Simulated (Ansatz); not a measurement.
MoS2, pressure series

Start from MoS$_{2}$ in the 2H-MoS2 type structure (space group P6_3/mmc, No. 194; a = 3.1730 Å, c = 12.4366 Å; layered, stacked along the Cartesian z axis).

Cell and atoms are relaxed at each pressure.

Method: r2SCAN+rVV10, PAW, 500 eV (Ansatz, a quantum-chemistry and plane-wave program; scalar-relativistic without spin-orbit coupling).

```json
[
 {"change": "base", "band gap": "1.01 eV", "smallest direct gap": "1.74 eV", "hole mass": "0.87 mₑ along c, 0.69 mₑ across (at Γ)", "volume per atom": "18.07 Å³", "c/a ratio": "3.920"},
 {"change": "pressure 0.9 GPa", "band gap": "0.93 eV", "smallest direct gap": "1.76 eV", "hole mass": "0.91 mₑ along c, 0.63 mₑ across (at Γ)", "volume per atom": "17.72 Å³", "c/a ratio": "3.869"},
 {"change": "pressure 2.1 GPa", "band gap": "0.85 eV", "smallest direct gap": "1.78 eV", "hole mass": "0.95 mₑ along c, 0.58 mₑ across (at Γ)", "volume per atom": "17.35 Å³", "c/a ratio": "3.825"},
 {"change": "pressure 4.5 GPa", "band gap": "0.72 eV", "smallest direct gap": "1.82 eV", "hole mass": "1.0 mₑ along c, 0.50 mₑ across (at Γ)", "volume per atom": "16.79 Å³", "c/a ratio": "3.766"},
 {"change": "pressure 9 GPa", "band gap": "0.54 eV", "smallest direct gap": "1.90 eV", "hole mass": "1.2 mₑ along c, 0.42 mₑ across (at Γ)", "volume per atom": "16.05 Å³", "c/a ratio": "(withheld)"},
 {"change": "pressure 15 GPa", "band gap": "0.35 eV", "smallest direct gap": "1.91 eV", "hole mass": "1.3 mₑ along c, 0.35 mₑ across (at Γ)", "volume per atom": "15.32 Å³", "c/a ratio": "3.666"},
 {"change": "pressure 22.5 GPa", "band gap": "0.13 eV", "smallest direct gap": "1.64 eV", "hole mass": "1.6 mₑ along c, 0.29 mₑ across (at Γ)", "volume per atom": "14.63 Å³", "c/a ratio": "(withheld)"},
 {"change": "pressure 30 GPa", "band gap": "zero", "smallest direct gap": "–", "hole mass": "–", "volume per atom": "14.07 Å³", "c/a ratio": "3.625"}
]
```

Task: Fill in the withheld entries from the trend.

Result: 
- pressure 9 GPa, c/a ratio: 3.707
- pressure 22.5 GPa, c/a ratio: 3.639

A case with no gap was solved on a k-mesh chosen for an insulator, which is coarse for it. Load acts through the strain it causes; cell and atoms are relaxed under it. Masses are band curvatures over ±0.01 Å⁻¹ around the edge. Stability against distortions was not tested. Competing high-pressure phases were not computed. The final runs are not spin-polarised. A zero or small gap of MoS2 under pressure 22.5 GPa and MoS2 under pressure 30 GPa can be the functional's error rather than a property of the material.
